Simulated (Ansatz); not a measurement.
Reference: Rh₃Tl₂S₂ (R-3m), PBEsol, DFPT electron-phonon coupling, linearised Boltzmann equation (plane waves, PAW, scalar-relativistic; Ansatz, a quantum-chemistry and plane-wave program); geometry: relaxed with this functional, without spin-orbit coupling.

```cif
data_Rh3S2Tl2
_chemical_formula_sum 'Tl2 Rh3 S2'
_space_group_name_H-M_alt 'P 1'
_space_group_IT_number 1
_cell_length_a 5.66467
_cell_length_b 5.66467
_cell_length_c 5.66467
_cell_angle_alpha 59.689
_cell_angle_beta 59.689
_cell_angle_gamma 59.689
loop_
_space_group_symop_operation_xyz
  'x, y, z'
loop_
_atom_site_label
_atom_site_type_symbol
_atom_site_fract_x
_atom_site_fract_y
_atom_site_fract_z
_atom_site_occupancy
Tl1 Tl 0.00000 0.00000 0.00000 1
Tl2 Tl 0.50000 0.50000 0.50000 1
Rh1 Rh 0.50000 0.00000 0.00000 1
Rh2 Rh 0.00000 0.50000 0.00000 1
Rh3 Rh 0.00000 0.00000 0.50000 1
S1 S 0.71826 0.71826 0.71826 1
S2 S 0.28174 0.28174 0.28174 1
```

| Property | Result |
|---|---|
| resistivity at 300 K | 91 μΩ·cm |
| electron-phonon coupling λ | 0.71 |
| logarithmic mean phonon energy | 12.2 meV |

Swap Tl for Sn, keeping the structure type. How do these values move?

Rh$_{3}$Sn$_{2}$S$_{2}$ (R-3m): volume per atom 18.2 to 17.3 Å³; resistivity at 300 K rises (91 μΩ·cm to 147 μΩ·cm); electron-phonon coupling λ rises (0.71 to 0.87); logarithmic mean phonon energy rises (12.2 meV to 15.2 meV).

Moves up to 10 % count as about the same. Metals; harmonic phonons alone scatter; means over directions. Halving the electron mesh moves these values by up to 7 %; q meshes are mostly untested. Spin-orbit coupling is left out.

Computed structure with no diffraction record at hand here (it may be known, metastable or hypothetical): Rh3Sn2S2 (R-3m), Rh3Tl2S2 (R-3m). The missing spin-orbit coupling matters most for Rh3Tl2S2 (R-3m). Rh3Sn2S2 (R-3m), Rh3Tl2S2 (R-3m): near resistivity saturation, where the Boltzmann equation overshoots.
